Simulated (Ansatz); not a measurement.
Cu (model structure, Pm-3m, No. 221, 1 atom in the cell), treated with r²SCAN (plane waves, PAW; Ansatz, a quantum-chemistry and plane-wave program).

The input as run:

Ansatz 0.2 input:
```yaml
crystal:
  lattice:
    - [2.3530492603, 0.0, 0.0]
    - [0.0, 2.3530492603, 0.0]
    - [0.0, 0.0, 2.3530492603]
  atoms:
    - { symbol: Cu, position: [0.0, 0.0, 0.0] }
basis:
  ecutwfc: 560
  ecutrho_ratio: 4
  xc_grid: 3
kpoints:
  mp_grid: { grid: [22, 22, 22] }
hamiltonian:
  xc: r2scan
  dispersion: none
  pseudopotentials: { kind: paw }
scf:
  occupations: { method: fermi_dirac, width: 0.05 }
output:
  forces: false
  stress: true
  eigenvalues: true
relax:
  f_tol: 0.004
  escape_saddle: false
  max_steps: 80
```

The run printed, among other lines:

```
WARN output.stress: scf.convergence.dr2_threshold = 1e-7 eV (the SCF's general default) is looser than the 1e-10 eV advised for a printed stress (1e-10 eV for …
Relaxation: its limit of steps is 80 (relax.max_steps)
Crystal: 1 atoms, lattice volume = 13.028 Å³
Basis set: ecut = 560 eV, 389 PW (Γ), exchange–correlation on 60×60×60 points (27 copies of the dense FFT grid, shifted against one another)
Bands: 14, of which v1, the nominal top of the filled ones, is band 10 counted from 1 (9 counted from 0)
Symmetry: 48 space group operations
Space group: Pm-3m (ITA 221), of the structure as read, at distance tolerance 2.4e-5 Å
k-points: 364 of 10648
Functional: x = r2scan, c = r2scan; τ floored in thin density (d = 2e-4 eV/Å³)
SCF iter   1: F=—  HF=-6630.752830 eV  |F-HF|=—  |Δ(HF+E_count)|=         —  Δρ=4.30e-2  dr2=1.36e-1  dr2_τ=1.26e-3
SCF iter   2: F=—  HF=-6630.740218 eV  |F-HF|=—  |Δ(HF+E_count)|=   1.26e-2  Δρ=1.17e-2  dr2=5.72e-3  dr2_τ=1.51e-3
  ...
SCF 1 converged in 7 iterations: F = -6630.731026 eV  dr2 = 3.10e-8
relax step   1: F+E_penalty+E_count = -6630.73102559 eV  Δ(F+E_penalty+E_count) = +0.000e0 eV  max|allowed force component| = 0.000e0 eV/Å  Δτ_max = 0.0000 Å  (7 SCF iters, accepted)
Crystal: 1 atoms, lattice volume = 13.028 Å³
Initial density: handed on by an earlier stage of this run
SCF iter   1: F=—  HF=-6630.731026 eV  |F-HF|=—  |Δ(HF+E_count)|=         —  Δρ=1.65e-5  dr2=3.10e-8  dr2_τ=2.17e-10
SCF iter   2: F=-6630.731026 eV  HF=-6630.731026 eV  |F-HF|=4.28e-8  |Δ(HF+E_count)|=   1.18e-8  Δρ=2.65e-5  dr2=4.36e-8  dr2_τ=3.56e-10
SCF 2 converged in 2 iterations: F = -6630.731026 eV  dr2 = 4.36e-8
SCF converged after 2 iterations
Free energy (F): -6630.731026 eV
Internal energy: -6630.729056 eV  (E = F + TS)
E sigma→0 (E₀):  -6630.730041 eV
Fermi energy:    14.432863 eV
--- Forces (eV/Å), atoms counted from 1 ---
  atom   1  Cu     0.00000000    -0.00000000     0.00000000
--- Stress (GPa, compression-positive) ---
        2.497114      -0.000000       0.000000
        0.000000       2.497114       0.000000
       -0.000000       0.000000       2.497114
  P = ⅓ Tr σ = 2.4971 GPa (24.971 kbar)
```

The cell is one volume of an energy–volume scan, off the minimum.

The PAW data were made under PBE.

Note: the run has no spin polarisation, so it can have missed a magnetic state. Note: the relaxation could raise the start's symmetry but not lower it, so the cell can be a saddle point.

A model structure was made by putting elements into a prototype or built by hand; it is no filed structure, need not be a known phase, and can be a saddle point held by its symmetry.
